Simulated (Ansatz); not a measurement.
Consider an 8-atom supercell of AlCo in the CsCl type structure (space group Pm-3m, No. 221; non-magnetic) at its relaxed geometry.

```xyz
8
Lattice="2.8228 -2.8228 -2.8228 -2.8228 2.8228 -2.8228 2.8228 2.8228 2.8228" Properties=species:S:1:pos:R:3 pbc="T T T"
Al     0.0000     0.0000    -2.8228
Al     0.0000     0.0000     0.0000
Al     0.0000     2.8228     0.0000
Al     2.8228     0.0000     0.0000
Co     1.4114     1.4114    -1.4114
Co     1.4114     1.4114     1.4114
Co    -1.4114     1.4114    -1.4114
Co     1.4114    -1.4114    -1.4114
```

Calculations: PBEsol (Ansatz, a quantum-chemistry and plane-wave program, PAW, spin-orbit coupling left out).

Base values:

| Property | Value |
|---|---|
| Pressure | 0.0 GPa |

Modification: a neutral Al on a Co site (antisite), atoms relaxed at fixed cell, starting from a slightly rattled geometry.

Question: Estimate the effect on the pressure, largest displacement of a host atom from its site in the perfect cell and shift of the substituted atom off its lattice site.

Answer: The pressure goes from zero to 15.2 GPa; the largest displacement of a host atom from its site in the perfect cell amounts to 0.14 Å; the shift of the substituted atom off its lattice site is 0.17 Å.

The magnetic state is the one reached from the starting moments; the real material's order can differ, and small cells can't hold many antiferromagnetic ones. The cell is small, so the values are those of an ordered compound at a high defect concentration; dilute-limit values will differ. Seeded moments were not kept for Al on a Co site (antisite) and the base. Spin-polarised in the final run: Al on a Co site (antisite); the other runs are not. The defect cell is spin-polarised and ends with 0.0 μB.
